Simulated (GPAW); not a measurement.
GPAW 25.7.0, DFT, PBE, plane waves, PAW datasets of gpaw-data 1.0.1: WSe2 (from the phase in space group 194, mp-1821) (Se4W2), 6 atoms, spin-polarised from a ferromagnetic start (2 μB on W), ending non-magnetic. Basis and mesh were picked for this test and aren't claimed converged.

| Property | Value |
|---|---|
| cell | 3.32, 3.32, 13.74 Å; 90, 90, 120° |
| task | scf |
| mode.name | pw |
| mode.ecut | 350 eV |
| xc | PBE |
| k mesh | 6×6×1 |
| kpts.gamma | true |
| occupations.name | fermi-dirac |
| occupations.width | 0.02 eV |
| convergence.density (electrons an electron) | 1e-05 |
| maxiter | 150 |
| parallel.kpt | 2 |
| parallel.band | 1 |
| parallel.domain | 1 |
| parallel.sl_auto | false |
| parallel.augment_grids | true |
| eigensolver.name | dav (default) |
| eigensolver.niter | 2 (default) |
| convergence.eigenstates (eV² an electron) | 4e-08 (default) |
| convergence.energy (eV an electron) | 0.0005 (default) |
| k-points after symmetry (for each spin) | 20 |
| bands | 38 |
| electrons | 52 |
| plane waves | 1977 |
| coarse grid | 15*15*60 |
| symmetry operations | 2 |

One run each.

All on 2 ranks. Base settings, kept where nothing else is said: mixer.backend = pulay (default), mixer.beta = 0.05 (default), mixer.nmaxold = 5 (default), mixer.weight = 50 (default), mixer.method = difference (default). The settings tried:
- mixer.method = separate
- mixer.backend = fft
- mixer.backend = broyden, mixer.beta = 0.4, mixer.nmaxold = 8
- mixer.nmaxold = 16, mixer.weight = 100
- mixer.backend = fft, mixer.beta = 0.2
- mixer.beta = 0.1, mixer.nmaxold = 1
- mixer.method = sum
- mixer.beta = 0.1
- mixer.beta = 0.2, mixer.nmaxold = 8, mixer.weight = 10
- mixer.beta = 0.3, mixer.nmaxold = 3, mixer.weight = 1
- mixer.backend = broyden, mixer.beta = 0.2
- mixer.beta = 0.02, mixer.weight = 100
- the base settings
- mixer.beta = 0.1, mixer.nmaxold = 3, mixer.weight = 1

**Question.** Which settings need the fewest SCF iterations, which the most, and do any fail to converge?

**Answer.** Fewest SCF iterations, with those close behind: mixer.backend = broyden, mixer.beta = 0.4, mixer.nmaxold = 8 (12); mixer.beta = 0.2, mixer.nmaxold = 8, mixer.weight = 10 (13); mixer.backend = fft, mixer.beta = 0.2 (14); mixer.beta = 0.3, mixer.nmaxold = 3, mixer.weight = 1 (15). Most among those that reach the base run's result: mixer.beta = 0.1, mixer.nmaxold = 1 (82). No convergence: mixer.method = separate (not converged within maxiter = 150).

```
setting                                                       SCF iterations            end
------------------------------------------------------------  --------------  -------------
mixer.backend = broyden, mixer.beta = 0.4, mixer.nmaxold = 8              12      converged
mixer.beta = 0.2, mixer.nmaxold = 8, mixer.weight = 10                    13      converged
mixer.backend = fft, mixer.beta = 0.2                                     14      converged
mixer.beta = 0.3, mixer.nmaxold = 3, mixer.weight = 1                     15      converged
mixer.nmaxold = 16, mixer.weight = 100                                    17      converged
mixer.backend = broyden, mixer.beta = 0.2                                 17      converged
mixer.beta = 0.1                                                          19      converged
mixer.beta = 0.1, mixer.nmaxold = 3, mixer.weight = 1                     19      converged
the base settings                                                         23      converged
mixer.method = sum                                                        24      converged
mixer.backend = fft                                                       28      converged
mixer.beta = 0.02, mixer.weight = 100                                     30      converged
mixer.beta = 0.1, mixer.nmaxold = 1                                       82      converged
mixer.method = separate                                                  150  not converged
```
